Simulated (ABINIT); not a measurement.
Band structure of AlAs (F-43m, 2 atoms in the cell).

```
CELL_PARAMETERS angstrom
      0.00000     2.83000     2.83000
      2.83000     0.00000     2.83000
      2.83000     2.83000     0.00000
ATOMIC_POSITIONS crystal
  Al 0.00000 0.00000 0.00000
  As 0.25000 0.25000 0.25000
```

Computed with PBE, norm-conserving pseudopotentials (PseudoDojo nc-sr-05 PBE standard) (plane waves; ABINIT 10.0.3).

Settings: pseudos = [Al.upf, As.upf]; ecut = 84 Ry; occopt = 3; tsmear = 0.00183747 Ha; ngkpt = 8 8 8; nshiftk = 1; shiftk = 0 0 0; potentials = PseudoDojo nc-sr-05 PBE standard; kptopt = 1; nstep = 100; toldfe1 = 1e-09 Ha; ndtset = 2; getden2 = 1.

The starting cell has typed, rounded lattice constants, without a prior relaxation at this level.

Question: Predict the gap along the standard path and the places of the band edges.

Answer: The gap along the path is 1.44 eV, from Γ to X; the smallest direct gap on it is 2.05 eV.

Levels in eV from the top of the valence band on the SCF mesh, bands 6 to 13:
```csv
point,6,7,8,9,10,11,12,13
Γ,-11.87,0.00,0.00,0.00,2.05,4.30,4.30,4.30
X,-9.91,-5.42,-2.17,-2.17,1.44,2.30,10.33,10.33
W,-9.88,-5.08,-3.18,-2.82,4.33,5.65,5.71,6.07
K,-9.94,-5.17,-3.41,-1.80,2.24,4.98,8.18,8.33
L,-10.46,-5.57,-0.82,-0.82,2.15,4.69,4.69,7.76
U,-9.94,-5.17,-3.41,-1.80,2.24,4.98,8.18,8.33
```
